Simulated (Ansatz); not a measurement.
What Ru → Co does to AlRu

The parent structure is AlRu in the CsCl type structure (space group Pm-3m, No. 221; a = 2.983 Å).

Now apply this change: every Ru is replaced by Co, then cell and atoms are relaxed.

Method: r2SCAN in Ansatz (plane waves to 500 eV, PAW, no spin-orbit coupling). Γ-centred 16×16×16 mesh, Fermi–Dirac width 0.05 eV.

```json
{
  "volume_per_atom": "11.26 Å³ (base 13.27 Å³)",
  "density": "6.34 g/cm³ (base 8.01 g/cm³)",
  "lattice_parameter_a": "2.824 Å (base 2.983 Å)",
  "space_group": "Pm-3m (No. 221) (base Pm-3m (No. 221))",
  "shortest_interatomic_distance": "2.446 Å (base 2.583 Å)",
  "band_gap": "zero (base zero)",
  "magnetic_state": "weakly magnetic (sensitive to the mesh) (base not spin-polarised)",
  "largest_site_moment": "0.13 μB (base 0.00 μB)"
}
```

Cost of the whole job for the changed cell (relaxation, final SCF and bands): very roughly 4 core-minutes.

Other magnetic orders, which the real material may have, were not ruled out. Whether these cells are dynamically stable was not tested. Seeded moments were not kept for Ru → Co. Spin-polarised in the final run: AlCo; the other runs are not.

Ansatz is a quantum-chemistry and plane-wave program.
